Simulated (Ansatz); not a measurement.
## Response to strain in SiC

Base system: SiC in the wurtzite structure (space group P6_3mc, No. 186; a = 3.076 Å, c = 5.048 Å). Axes: x lies along a and z along c of the hexagonal cell.

Strains are applied to the cell and any free atomic positions relax; under biaxial strain the out-of-plane vector relaxes too; under stress the whole cell relaxes.

The values are results of Ansatz (a quantum-chemistry and plane-wave program), PBEsol, PAW, cutoff 420 eV, no SOC, earlier PAW set, not measurements.

Notes on the quantities. pressure: mean of the normal stresses, compression positive.

| case | pressure | shortest interatomic distance |
|---|---|---|
| base | 0.01 GPa | 188.3 pm |
| biaxial strain +0.85 %, plane normal [001], relaxed out of plane | -3.29 GPa | 189.5 pm |
| isotropic strain −0.79 % | 5.56 GPa | 186.8 pm |
| uniaxial strain ε_yy = −1.68 % | … | … |
| uniaxial stress, 2 GPa compression along x | – | 188.0 pm |

Question: Some entries are withheld; estimate them.

Answer: 
- uniaxial strain ε_yy = −1.68 %, pressure: 3.93 GPa
- uniaxial strain ε_yy = −1.68 %, shortest interatomic distance: 186.5 pm

Stability under load was not tested beyond the relaxation.
